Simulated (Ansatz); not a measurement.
Take WC (space group P-6m2, No. 187; a = 2.9127 Å, c = 2.8354 Å; relaxed with 0.1 eV smearing) as the base. Axes: x lies along a and z along c of the hexagonal cell.

All numbers come from r2SCAN (Ansatz, a quantum-chemistry and plane-wave program), scalar-relativistic without spin-orbit coupling.

Now apply this change: uniaxial strain ε_xx = +1.00 %, all other strain components held at zero; the atoms relax in the strained cell.

Problem. Predict the stress tensor and what it implies for the stiffness.

Solution. Stress of the strained cell less that of the base (GPa, compression positive):
```
   -7.1     0.0     0.0
    0.0    -2.3     0.0
    0.0     0.0    -1.7
```

Then −Δσ_ii/ε with ε = 0.0100 gives relaxed-ion elastic constants: C11 ≈ 712 GPa, C12 ≈ 233 GPa and C13 ≈ 170 GPa.

Whether these cells are dynamically stable was not tested. The final runs are not spin-polarised.
